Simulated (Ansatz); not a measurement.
Base system: AlN in the wurtzite structure (space group P6_3mc, No. 186; a = 3.089 Å, c = 4.943 Å).

Computed with Ansatz (an electronic-structure program) LDA, without spin-orbit coupling.

Strains are applied to the cell and any free atomic positions relax.

One change was made to it. Results:

```tsv
quantity	base	after
pressure (mean of the normal stresses, compression positive)	-0.1 kbar	39.3 kbar
energy relative to the base (free energy F)	0 meV/atom	+2.2 meV/atom
```

Q: Name the change that was made.
(A) isotropic strain −1.20 %
(B) isotropic strain −1.80 %
(C) isotropic strain −0.60 %
(D) isotropic strain −2.40 %
(E) isotropic strain −3.00 %

A: C, isotropic strain −0.60 %. For comparison, the energy relative to the base in the other runs: isotropic strain −3.00 % gives +59 meV/atom; isotropic strain −1.80 % gives +21 meV/atom; isotropic strain −1.20 % gives +9.0 meV/atom; isotropic strain −2.40 % gives +37 meV/atom.

No phonon test of stability was made.
